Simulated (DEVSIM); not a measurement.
**illuminated CdTe p-on-n cell, one wavelength**

Structure: illuminated CdTe p-on-n cell, one wavelength, at 300 K.

| layer (left to right) | material | thickness (μm) | Nd (cm⁻³) | Na (cm⁻³) | τn (s) | τp (s) | absorption coefficient (cm⁻¹) |
|---|---|---|---|---|---|---|---|
| 1 | CdTe | 0.700 | - | 1.7e18 | 3.6e-10 | 1.1e-10 | 6100 |
| 2 | CdTe | 2.30 | 1.4e17 | - | 1.3e-9 | 1.3e-9 | 6100 |

Left contact: ohmic, minority electron recombination velocity 4e5 cm/s. Right contact: ohmic, minority hole recombination velocity 6e5 cm/s. Voltage is applied to the left contact. Recombination: SRH at mid-gap, radiative. Light enters at the left, 9.6e17 photons cm⁻² s⁻¹, one pass, no reflection. Mobility is μmin + (μ − μmin)/(1 + (N/Nref)^α).

The device is made up for the run: typed textbook-type constants, with dimensions and the other settings drawn at random. Values at 300 K.

```csv
parameter,CdTe
gap (eV),1.5
affinity (eV),4.28
permittivity,10.2
Nc (cm⁻³),8e17
Nv (cm⁻³),1.8e19
μn (cm²/Vs),1000
μp (cm²/Vs),80
"μn,min",100
"μp,min",10
"Nref,n",1e17
"Nref,p",1e17
αn,0.6
αp,0.6
B (cm³/s),1e-10
```

DEVSIM, 1D drift-diffusion, Boltzmann statistics, complete ionisation; no tunnelling, impact ionisation, image-force lowering or self-heating.

```json
{
 "potential_step_across_the_device_at_zero_bias": "1.394 V",
 "largest_field_in_the_device_at_zero_bias": "250000 V/cm",
 "Dark forward voltage at 1 A/cm²": "1.142 V",
 "Dark forward voltage at 100 A/cm²": "1.276 V",
 "short_circuit_current": "47.1 mA/cm²",
 "open_circuit_voltage": "1.037 V",
 "fill_factor": "0.79",
 "largest_power": "38.7 mW/cm²",
 "share_of_generated_pairs_collected_at_short_circuit": "0.365"
}
```

Dark reverse current:

```tsv
V (V)	J (A/cm²)
-0.04	-2.1e-11
-0.10	-4.3e-11
-0.20	-7.3e-11
-0.30	-1.0e-10
-0.40	-1.3e-10
-0.60	-1.8e-10
-0.80	-2.2e-10
-1.00	-2.6e-10
-1.30	-3.2e-10
-1.60	-3.8e-10
-2.00	-4.4e-10
```

Current under light (generator sign):

```tsv
V (V)	J (mA/cm²)
0.00	47.1
0.16	46.8
0.34	46.4
0.52	46.0
0.70	45.5
0.88	43.7
0.90	43.0
0.92	41.9
0.94	40.3
0.96	37.7
0.98	33.5
1.00	26.8
1.02	15.5
1.04	-3.88
```
